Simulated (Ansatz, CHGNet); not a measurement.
**Equilibrium volume per atom of TiAl₃ (I4/mmm, No. 139): levels of theory against measurement**

Reference value: 15.93 Å³/atom (measured, temperature not stated, no zero-point or thermal correction; as tabulated in P. Norby and A. Norlund Christensen, Acta Chemica Scandinavica A40, 157 (1986)).

Question: Put these levels in order of the equilibrium volume per atom that they give for TiAl₃ (I4/mmm, No. 139), smallest first: BLYP (Ansatz, a quantum-chemistry and plane-wave program), CHGNet 0.3.0 (CHGNet), HSE06 (Ansatz).

Answer: HSE06 (15.67 Å³/atom), CHGNet 0.3.0 (15.96 Å³/atom), BLYP (16.44 Å³/atom)

Differences against the reference: CHGNet 0.3.0 +0.2 %, BLYP +3.2 %, HSE06 -1.6 %.

The measured value isn't corrected to a static lattice, so vibrations enter the comparison. A static lattice is as a rule a little smaller than the measured one.  HSE06: hybrids on metals are sensitive to the k mesh and can open a false gap. Cutoffs and k meshes differ between the levels. Ansatz's density-functional and Hartree–Fock values are scalar-relativistic unless marked +SOC, with PAW data made under PBE.

Machine-learned potentials (CHGNet 0.3.0) are trained on DFT data, which may include these solids.

Differences are worked out from the printed values.
